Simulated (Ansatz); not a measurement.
## TiC (model structure, P6₃/mmc, No. 194, 4 atoms in the cell)

Level of theory: PBE (plane waves, PAW; Ansatz, an electronic-structure program).

Numerical settings: plane-wave cutoff 520 eV, 18×18×10 k mesh (along the axes of the cell as run), Fermi–Dirac smearing 0.05 eV, no spin polarisation, scalar-relativistic PAW data made under PBE.

Cell (relaxed at this level):

```
TiC
1.0
    3.61480     0.00000     0.00000
   -1.80740     3.13051     0.00000
    0.00000     0.00000     4.28693
Ti C
2 2
Direct
  0.33333   0.66667   0.25000
  0.66667   0.33333   0.75000
  0.33333   0.66667   0.75000
  0.66667   0.33333   0.25000
```

```json
{
 "bulk_modulus": "194 GPa"
}
```

Note: the bulk modulus is −V dP/dV from two relaxed cells at ±2 % in volume; the relaxation could raise the start's symmetry but not lower it, so the cell can be a saddle point.

Computed values are for the static lattice.

A model structure was made by putting elements into a prototype or built by hand; it is no filed structure, need not be a known phase, and can be a saddle point held by its symmetry.
